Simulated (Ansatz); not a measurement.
# Effect of Cu → Pb on ZnCu2GeS4

Take ZnCu2GeS4 (space group I-4, No. 82; a = 5.360 Å, c = 10.651 Å) as the base.

Now apply this change: every Cu is replaced by Pb; the structure is relaxed again.

All numbers come from PBE/PAW in Ansatz (a quantum-chemistry and plane-wave program), spin-orbit coupling left out, earlier PAW set. Settings: 8×8×8 k-points, 0.05 eV Fermi–Dirac smearing, for the changed cell.

- Volume per atom: 29.62 Å³ (base 19.12 Å³)
- Density: 4.77 g/cm³ (base 4.27 g/cm³)
- Lattice parameter a: 11.908 bohr (base 10.129 bohr)
- c/a ratio: 1.894 (base 1.987)
- Space group: I-4 (No. 82) (base I-4 (No. 82))
- Shortest interatomic distance: 4.512 bohr (base 4.329 bohr)
- Band gap: 0.34 eV (base 0.47 eV)
- Gap character: direct at Γ (base direct at Γ)
- Electron mass: 1.1 mₑ along c, 0.41 mₑ across (at Γ) (base 0.10 mₑ along c, 0.11 mₑ across (at Γ))
- Valence-band top at Γ (three highest levels, from the VBM): 0.00, -1.29, -1.95 eV (base 0.00, -0.09, -0.09 eV)

Final structure:

```
ZnPb2GeS4
1.0
   -3.15078     3.15078     5.96714
    3.15078    -3.15078     5.96714
    3.15078     3.15078    -5.96714
Pb Zn Ge S
2 1 1 4
Direct
  0.00000   0.00000   0.00000
  0.25000   0.75000   0.50000
  0.75000   0.25000   0.50000
  0.50000   0.50000   0.00000
  0.10052   0.56683   0.93327
  0.63356   0.16725   0.06673
  0.43317   0.36644   0.53369
  0.83275   0.89948   0.46631
```

Spin-orbit coupling, missing from the scalar runs, can matter with Pb. Masses are band curvatures over ±0.01 Å⁻¹ around the edge. Stability against distortions was not tested. As relaxed here, ZnPb2GeS4 is a hypothetical phase, not in the database extracts checked. All final runs are without spin polarisation.
